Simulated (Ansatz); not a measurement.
Take Te (space group P3_121, No. 152; a = 4.317 Å, c = 5.955 Å; made of chains) as the base. Axes: x lies along a and z along c of the hexagonal cell.

It is then changed as follows: tensor shear ε_xy = −2.24 % (engineering shear γ = -0.0448), atoms relaxed at fixed cell.

Levels (all Ansatz, a first-principles code, PAW, earlier PAW set): PBEsol (420 eV, spin-orbit coupling left out); r2SCAN (500 eV, no SOC); HSE06 (420 eV, no spin-orbit coupling); PBEsol+SOC (420 eV, spin-orbit coupling included).

At the geometry relaxed with PBEsol, these levels gave the following band gaps, in shuffled order: (a) 0.05 eV, (b) 0.23 eV, (c) 0.35 eV, (d) 0.13 eV.

Problem. Match each gap to its level.

Solution. (a) PBEsol+SOC; (b) r2SCAN; (c) HSE06; (d) PBEsol.

Single points use the geometry relaxed with PBEsol. The hybrid gap comes from the SCF mesh plus the semilocal run's edge points and a few special points and is an upper bound. Differences between runs with and without spin-orbit coupling are approximate. With Te present, leaving out spin-orbit coupling can change the band edges. The cells carry an imposed strain or load. Stability against distortions was not tested. No dispersion term is included in the PBEsol runs. A zero or small gap of Te can be the functional's error rather than a property of the material.
